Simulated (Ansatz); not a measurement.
Pair distribution function (total) of Al (fcc), cell Al108, with the crystal as the starting point [in the run: it stayed crystalline; mean temperature 476 K (target 470 K); density 2.62 g/cm³, volume +3 % from the start crystal's; one k-point, which a denser mesh shifts by 0.1 GPa in pressure and 0.04 eV/Å in forces], from MD at 476 K. All values below come from PBE (plane waves, PAW; Ansatz, an electronic-structure program). Volume per atom 17.07 Å³, mean pressure 0.0 GPa. 

```
r (Å) | g(r)
     1.86 |  0.00
     1.90 |  0.00
     1.94 |  0.00
     1.98 |  0.00
     2.02 |  0.00
     2.06 |  0.00
     2.10 |  0.00
     2.14 |  0.00
     2.18 |  0.00
     2.22 |  0.00
     2.26 |  0.00
     2.30 |  0.00
     2.34 |  0.00
     2.38 |  0.00
     2.42 |  0.00
     2.46 |  0.01
     2.50 |  0.06
     2.54 | # 0.16
     2.58 | ## 0.45
     2.62 | ##### 0.95
     2.66 | ########## 1.74
     2.70 | ############### 2.69
     2.74 | ##################### 3.73
     2.78 | ######################### 4.53
     2.82 | ############################# 5.19
     2.86 | ############################## 5.39
     2.90 | ############################ 5.10
     2.94 | ########################## 4.62
     2.98 | ###################### 3.95
     3.02 | ################# 3.13
     3.06 | ############# 2.37
     3.10 | ######### 1.69
     3.14 | ###### 1.15
     3.18 | #### 0.73
     3.22 | ### 0.49
     3.26 | ## 0.30
     3.30 | # 0.18
     3.34 | # 0.10
     3.38 |  0.05
     3.42 |  0.04
     3.46 |  0.01
     3.50 |  0.02
     3.54 |  0.02
     3.58 |  0.03
     3.62 |  0.04
     3.66 |  0.07
     3.70 | # 0.11
     3.74 | # 0.17
     3.78 | # 0.26
     3.82 | ## 0.36
     3.86 | ### 0.51
     3.90 | #### 0.65
     3.94 | #### 0.80
     3.98 | ##### 0.94
     4.02 | ###### 1.05
     4.06 | ###### 1.09
     4.10 | ###### 1.10
     4.14 | ###### 1.06
     4.18 | ##### 0.92
     4.22 | #### 0.80
     4.26 | #### 0.67
     4.30 | ### 0.51
     4.34 | ## 0.36
     4.38 | # 0.27
     4.42 | # 0.18
     4.46 | # 0.13
     4.50 | # 0.11
     4.54 | # 0.12
     4.58 | # 0.17
     4.62 | ## 0.27
     4.66 | ## 0.44
     4.70 | #### 0.66
     4.74 | ##### 0.95
     4.78 | ####### 1.33
     4.82 | ########## 1.77
     4.86 | ############ 2.20
     4.90 | ############## 2.56
     4.94 | ################ 2.87
     4.98 | ################# 2.96
     5.02 | ################# 3.01
     5.06 | ################ 2.84
     5.10 | ############## 2.54
     5.14 | ############ 2.11
     5.18 | ######### 1.70
     5.22 | ####### 1.30
     5.26 | ##### 0.96
     5.30 | #### 0.71
     5.34 | ### 0.48
     5.38 | ## 0.36
     5.42 | ## 0.31
```

**Question.** From these data, give where the first shell ends and the number of neighbours in it.

**Answer.** first minimum near 3.5 Å (g down to about 0.01); 12.0 neighbours in the shell, from n = 4πρ∫r²g(r)dr.
